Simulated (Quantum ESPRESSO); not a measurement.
**Habitual settings against a tight run: V (Im-3m, 1 atom in the cell)**

Self-consistent single point.

```
CELL_PARAMETERS angstrom
     -1.46883     1.46883     1.46883
      1.46883    -1.46883     1.46883
      1.46883     1.46883    -1.46883
ATOMIC_POSITIONS crystal
  V  0.00000 0.00000 0.00000
```

Method of the run: PBE, PSlibrary PAW (PBE) pseudopotentials (plane waves; Quantum ESPRESSO).

Base settings: ecutwfc = 55 Ry; ecutrho = 660 Ry; occupations = smearing; smearing = methfessel-paxton; degauss = 0.0073499 Ry; potentials = {V: V.pbe-spn-kjpaw_psl.1.0.0.UPF}; K_POINTS = automatic 16 16 16 0 0 0; conv_thr = 1e-09 Ry; mixing_beta = 0.4.

Tight run (finer mesh or higher cutoff; not a proven limit): ecutwfc: 55 Ry → 77 Ry; ecutrho: 660 Ry → 924 Ry; conv_thr: 1e-09 Ry → 7.3e-11 Ry; K_POINTS: automatic 16 16 16 0 0 0 → automatic 22 22 22 0 0 0. It gave Fermi level (on the code's own zero) 17.86 eV; pressure 12.60 GPa.

Quick runs, as changes from the base:
- A: the base itself
- B: ecutwfc: 55 Ry → 28 Ry; ecutrho: 660 Ry → 336 Ry; degauss: 0.0073499 Ry → 0.036749 Ry; K_POINTS: automatic 16 16 16 0 0 0 → automatic 4 4 4 0 0 0
- C: ecutwfc: 55 Ry → 33 Ry; ecutrho: 660 Ry → 396 Ry; degauss: 0.0073499 Ry → 0.0147 Ry; K_POINTS: automatic 16 16 16 0 0 0 → automatic 1 1 1 0 0 0
- D: ecutwfc: 55 Ry → 28 Ry; ecutrho: 660 Ry → 336 Ry; conv_thr: 1e-09 Ry → 7.3e-06 Ry; pseudopotentials: {V: V.pbe-spn-kjpaw_psl.1.0.0.UPF} → {V: V.pz-spn-kjpaw_psl.1.0.0.UPF}; K_POINTS: automatic 16 16 16 0 0 0 → automatic 2 2 2 1 1 1 [LDA (PZ)]
- E: ecutwfc: 55 Ry → 28 Ry; ecutrho: 660 Ry → 336 Ry; conv_thr: 1e-09 Ry → 7.3e-05 Ry; K_POINTS: automatic 16 16 16 0 0 0 → automatic 8 8 8 0 0 0
- F: ecutwfc: 55 Ry → 44 Ry; ecutrho: 660 Ry → 528 Ry; smearing: methfessel-paxton → gaussian; degauss: 0.0073499 Ry → 0.036749 Ry; K_POINTS: automatic 16 16 16 0 0 0 → automatic 6 6 6 1 1 1

Energies are extrapolated to zero smearing width, which holds to low order in the width alone (under cold and Methfessel-Paxton smearing the free energy itself is taken).

Dashes: energy of D, another energy zero; pressure of D, E, not trusted under this conv_thr with d or f elements.

† marks runs with another functional, U, potentials or spin treatment: their distance from the tight run is not a convergence error alone.

The count of work is k-points × plane waves × bands × iterations; it is no time. 

The starting cell comes from a database of computed structures (which also holds hypothetical and non-ambient phases and stackings), without a prior relaxation at this level. Its lattice was rescaled by a random factor within 2.5 % of one. Spin polarisation is off. In the base run, with a pressure of about 12 GPa the cell is away from its equilibrium volume at this level.

| run | energy less tight (meV/atom) | pressure less tight (GPa) | count of work / tight |
|---|---|---|---|
| A | 66.0 | -0.60 | 0.25 |
| B | 7544.5 | -440.67 | 0.0069 |
| C | 1670.8 | -80.60 | 0.00063 |
| D† | – | – | 0.00073 |
| E | 7308.6 | – | 0.0096 |
| F | 66.0 | -6.43 | 0.017 |

Among the runs at the tight run's level, the energy misses run from 66.0 to 7544.5 meV/atom.
